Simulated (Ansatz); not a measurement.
What pressure 3 GPa does to Li

The reference is Li in the bcc (W type) structure (space group Im-3m, No. 229; a = 3.4343 Å).

Modification: cell and atoms relaxed at a pressure of 3 GPa.

Computed with PBEsol/PAW in Ansatz (a first-principles code), without spin-orbit coupling. Settings: 19×19×19 k-points, 0.05 eV Fermi–Dirac smearing.

```json
[
 {"quantity": "volume per atom", "base": "20.25 Å³", "changed": "17.15 Å³", "shift": "-3.10 Å³"},
 {"quantity": "density", "base": "0.57 g/cm³", "changed": "0.67 g/cm³", "shift": "+0.10 g/cm³"},
 {"quantity": "lattice parameter a", "base": "3.434 Å", "changed": "3.249 Å", "shift": "-0.185 Å"},
 {"quantity": "enthalpy H = E + PV relative to the base's energy", "base": "–", "changed": "+0.35 eV/atom", "shift": "–"},
 {"quantity": "band gap", "base": "zero", "changed": "zero", "shift": "–"}
]
```

Cost of the whole job for the changed cell (relaxation, final SCF and bands): about 8 core-seconds (a rough figure).

Load acts through the strain it causes; cell and atoms are relaxed under it. No phonon test of stability was made.
